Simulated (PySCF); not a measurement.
PySCF 2.14.0, BP86/def2-svp, df: V(F)5 ([F][V]([F])([F])([F])[F]), 6 atoms. The geometry is a generated start, not checked to be a minimum at this level.

```
Item                          Result
-------------------  ---------------
task                          energy
method                          bp86
basis                       def2-svp
two-electron scheme  density fitting
mol.max_memory               3000 MB
mf.max_cycle                     100
mf.init_guess        minao (default)
mf.DIIS              CDIIS (default)
mf.conv_tol          1e-09 (default)
mf.grids.level           3 (default)
basis functions                  101
grid points                    92216
```

```xyz
6

V     -0.0014    -0.0013     0.0035
F      1.0984    -0.6540     1.0327
F     -1.0937     0.6548    -1.0382
F      0.1673     1.4608     0.7493
F      0.9689    -0.3852    -1.2743
F     -1.1395    -1.0752     0.5271
```

Charge 0 and multiplicity 1 are set for this test and not shown to be the ground state.

One run each on 2 threads, 1 BLAS thread. Values of diis_space tried: 3, 5, 8 (default), 12, 20.

Problem. Predict the course of the Fock builds along this series.

Solution. Fewest Fock builds, within one of each other: 8 (default) with 16, 12 with 15, 20 with 15. The count rises to 92 at 3. All converge to one solution.

```json
[
 {"diis_space": "3", "Fock builds": "92", "end": "same solution"},
 {"diis_space": "5", "Fock builds": "20", "end": "same solution"},
 {"diis_space": "8 (default)", "Fock builds": "16", "end": "same solution"},
 {"diis_space": "12", "Fock builds": "15", "end": "same solution"},
 {"diis_space": "20", "Fock builds": "15", "end": "same solution"}
]
```
